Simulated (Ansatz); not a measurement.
# Response to strain in hypothetical P4_2/mnm BAs

Take BAs (space group P4_2/mnm, No. 136; a = 5.837 Å, c = 3.362 Å; a hypothetical phase, not in the database extracts checked) as the base. Axes: x, y, z lie along a, b, c of the conventional cell.

Strains are applied to the cell and any free atomic positions relax; under biaxial strain the out-of-plane vector relaxes too; under stress the whole cell relaxes.

Computed with Kohn–Sham DFT with the PBEsol functional, run in Ansatz (an electronic-structure program) with PAW and 420 eV plane waves, no spin-orbit coupling.

Notes on the quantities. pressure: mean of the normal stresses, compression positive; energy relative to the base: free energy F.

| case | pressure | band gap | energy relative to the base | electron mass |
|---|---|---|---|---|
| base | 0.00 GPa | 0.61 eV | 0 meV/atom | 0.45 mₑ along k, 0.34 mₑ across (off the special points) |
| biaxial strain −2.39 %, plane normal [001], relaxed out of plane | (withheld) | 0.42 eV | – | 0.13 mₑ out of plane, 0.84 mₑ in plane (at Γ) |
| tensor shear ε_xz = +3.57 % | (withheld) | (withheld) | +24 meV/atom | – |
| uniaxial stress, 3 GPa compression along z | – | 0.60 eV | (withheld) | 0.45 mₑ along k, 0.34 mₑ across (off the special points) |
| tensor shear ε_xz = +0.15 % | 0.00 GPa | 0.61 eV | 0.0 meV/atom | 0.45 mₑ along k, 0.34 mₑ across (off the special points) |

**Question.** What belongs in the blanks?

**Answer.** 
- biaxial strain −2.39 %, plane normal [001], relaxed out of plane, pressure: 5.39 GPa
- tensor shear ε_xz = +3.57 %, pressure: 0.25 GPa
- tensor shear ε_xz = +3.57 %, band gap: 0.36 eV
- uniaxial stress, 3 GPa compression along z, energy relative to the base: +1.2 meV/atom

Masses are band curvatures over ±0.01 Å⁻¹ around the edge. Along k means along the line from Γ to the band edge. Stability under load was not tested beyond the relaxation. Labels are those of the standard path for the cell's own space group.
